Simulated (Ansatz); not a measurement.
Where the default PAW files enter, the runs use the earlier of Ansatz's two default sets.

By LDA, the system below comes out a metal.

The ballistic (Sharvin) conductance counts the channels at the Fermi level: G/A = (e²/h) × channels of both spins per area.

Here is the system:

```yaml
crystal:
  lattice:
    - [4.78547, 0.00000, 0.00000]
    - [-2.39274, 4.24109, 0.00000]
    - [2.39274, 0.00000, 4.24109]
  atoms:
    - { symbol: Al, position: [0.34139, 0.18278, 0.50000] }
    - { symbol: Al, position: [0.65861, 0.81722, 0.50000] }
    - { symbol: Al, position: [0.84139, 0.50000, 0.81722] }
    - { symbol: Al, position: [0.15861, 0.50000, 0.18278] }
    - { symbol: Cu, position: [0.75000, 0.00000, 0.00000] }
    - { symbol: Cu, position: [0.25000, 0.00000, 0.00000] }
```

Space group of this cell: I4/mcm. The cell is taken as given; by LDA its mean pressure is -2.4 GPa.

The current flows along the normal of the first two printed cell vectors, the (110) plane of the conventional cell. No spin-orbit coupling; the value is a mean over 0.1 eV about the Fermi level.

Task: State the ballistic conductance per area according to LDA (Ansatz, a quantum-chemistry and plane-wave program).

Result: 0.92 × 10¹⁵ S/m² for both spins.
